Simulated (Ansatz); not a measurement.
## What biaxial strain +0.50 %, plane normal [001], relaxed out of plane does to TiB2

The parent structure is TiB2 (space group P6/mmm, No. 191; a = 3.032 Å, c = 3.224 Å; relaxed with 0.1 eV smearing). Axes: x lies along a and z along c of the hexagonal cell.

Perturbation: biaxial strain +0.50 %, plane normal [001], relaxed out of plane (Cartesian); in-plane vectors clamped, the third vector and the atoms free.

Level of theory: DFT with PBE, PAW potentials and a 420 eV plane-wave cutoff in Ansatz (an electronic-structure program), spin-orbit coupling left out. Γ-centred 22×22×18 mesh, Fermi–Dirac width 0.1 eV.

The volume per atom grows by 0.067 Å³ to 8.62 Å³ and the space group stays P6/mmm (No. 191). The shortest interatomic distance grows by 0.0088 Å to 1.759 Å and the pressure (mean of the normal stresses, compression positive) goes from zero to -2.2 GPa. The band gap stays zero and the out-of-plane strain comes out as -0.22 %. The mean in-plane stress (compression positive) comes out as -3.3 GPa.

Final structure (turned so that z lies along the plane normal):

```
CELL_PARAMETERS angstrom
      3.04754     0.00000     0.00000
      1.52377     2.63925     0.00000
      0.00000     0.00000     3.21667
ATOMIC_POSITIONS crystal
  Ti 0.00000 0.00000 0.00000
  B  0.66667 0.66667 0.50000
  B  0.33333 0.33333 0.50000
```

Cost of the whole job for the changed cell (relaxation, final SCF and bands): very roughly 23 core-seconds.

Stability against distortions was not tested. All final runs are without spin polarisation.
